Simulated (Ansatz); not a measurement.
Defect migration in zinc-blende AlN: interstitial Al, charge state +1. Method: PBE, PAW (plane waves to 420 eV; Ansatz, a first-principles code).

64-site cell at the relaxed PBE lattice, the Γ point alone, smearing 0.01 eV, spin-restricted, no finite-size correction. Static, classical nuclei. The host's phase is taken as given; its stability against other phases was not computed. The charge state is imposed; whether it is stable for some Fermi level was not computed. Sites that were not tried may lie lower.

Barriers: single points on a 2×2×2 k-point mesh shifted by half a step at the bands' geometries (they differ from the bands' own by up to 0.37 eV, and are uncertain by about as much).

The step: several atoms move together, Al the farthest; the atom moves 3.11 Å along (0.00, -0.50, -0.50) of the unit cell; the moving atom starts with neighbours N at 1.82, 3 N at 1.84 Å and ends with N at 1.82, 3 N at 1.84 Å.

Problem. Predict the migration barrier of this step from PBE, PAW.

Solution. 1.90 eV, the same both ways. At the saddle the moving atom has neighbours Al at 2.27; N at 1.77, N at 1.86, N at 1.97 Å. The saddle point's order was not checked.
